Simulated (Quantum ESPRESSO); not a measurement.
# A series of runs on FeO (P1, 2 atoms in the cell)

```
CELL_PARAMETERS angstrom
      2.63075    -1.51670     0.00000
      2.63075     1.51670     0.00000
     -1.73987     0.00000     2.51748
ATOMIC_POSITIONS crystal
  Fe 0.00948 0.99076 0.00714
  O  0.49052 0.50924 0.49286
```
Moments meant for the start (each program seeds them in its own way; μB, in the order of the atoms Fe O): 4.0 0.0.

Base run A: PBEsol, GBRV 1.5 ultrasoft (PBESOL) pseudopotentials run with Quantum ESPRESSO, self-consistent single point.

Its settings: ecutwfc = 50 Ry; ecutrho = 400 Ry; occupations = smearing; smearing = fd; degauss = 0.0073499 Ry; nspin = 2; potentials = {Fe: fe_pbesol_v1.5.uspp.F.UPF, O: o_pbesol_v1.2.uspp.F.UPF}; K_POINTS = automatic 7 7 7 0 0 0; conv_thr = 1e-10 Ry; mixing_beta = 0.3.

The starting cell comes from a database of published, mostly measured structures (it also holds non-ambient and calculated ones), without a prior relaxation at this level. Its atoms were displaced at random from the sites of space group no. 12. The magnetic order is the one reached from the typed start; others were not searched systematically. In the base run, with a pressure of about -9 GPa the cell is away from its equilibrium volume at this level.

ΔF is the free energy per atom less that of run A. 

```json
[
 {"run": "A", "tot_magnetization": "default", "ΔF (meV/atom)": "0.00", "pressure (GPa)": "-8.59", "largest force (eV/Å)": "0.174", "size of the net moment (μB/atom)": "2.00"},
 {"run": "B", "tot_magnetization": "0", "ΔF (meV/atom)": "724.9", "pressure (GPa)": "-33.06", "largest force (eV/Å)": "0.277", "size of the net moment (μB/atom)": "0.00"},
 {"run": "C", "tot_magnetization": "1", "ΔF (meV/atom)": "641.3", "pressure (GPa)": "-32.00", "largest force (eV/Å)": "0.200", "size of the net moment (μB/atom)": "0.50"},
 {"run": "D", "tot_magnetization": "2", "ΔF (meV/atom)": "430.1", "pressure (GPa)": "-27.24", "largest force (eV/Å)": "0.060", "size of the net moment (μB/atom)": "1.00"},
 {"run": "E", "tot_magnetization": "3", "ΔF (meV/atom)": "184.1", "pressure (GPa)": "-19.50", "largest force (eV/Å)": "0.141", "size of the net moment (μB/atom)": "1.50"},
 {"run": "F", "tot_magnetization": "4", "ΔF (meV/atom)": "0.04", "pressure (GPa)": "-8.64", "largest force (eV/Å)": "0.174", "size of the net moment (μB/atom)": "2.00"},
 {"run": "G", "tot_magnetization": "5", "ΔF (meV/atom)": "1028.2", "pressure (GPa)": "14.88", "largest force (eV/Å)": "0.174", "size of the net moment (μB/atom)": "2.50"},
 {"run": "H", "tot_magnetization": "6", "ΔF (meV/atom)": "2803.2", "pressure (GPa)": "47.91", "largest force (eV/Å)": "0.118", "size of the net moment (μB/atom)": "3.00"}
]
```

Lowest: runs A, F, 184 meV/atom below the next (run E). Site moments there: Fe 3.41, O 0.32 μB. States that were not tried could lie lower.

Runs B lost their moments and ended non-magnetic.
